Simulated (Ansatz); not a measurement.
# What uniaxial stress, 2 GPa compression along z does to CdGeAs2

Consider CdGeAs2 in the chalcopyrite structure (space group I-42d, No. 122; a = 6.047 Å, c = 11.490 Å). Axes: x, y, z lie along a, b, c of the conventional cell.

Now apply this change: uniaxial stress, 2 GPa compression along z, with the cell and atoms free to relax against it.

Computed with plane-wave PAW DFT at the PBE level (Ansatz, a first-principles code, 420 eV), scalar-relativistic without spin-orbit coupling. Γ-centred 8×8×8 mesh, Fermi–Dirac width 0.05 eV.

- Space group = I-42d (No. 122) (base I-42d (No. 122))
- Shortest interatomic distance = 4.664 bohr (base 4.695 bohr)
- Energy relative to the base (free energy F) = +9.5 meV/atom
- Band gap = 0.17 eV (uncertain: the Fermi level lies in a band; both cells) (base 0.12 eV)
- Strain response (xx, yy, zz) = (+1.97, +1.97, −5.36) %

Stability under load was not tested beyond the relaxation. The zero or small gap of CdGeAs2 can change with the level of theory.
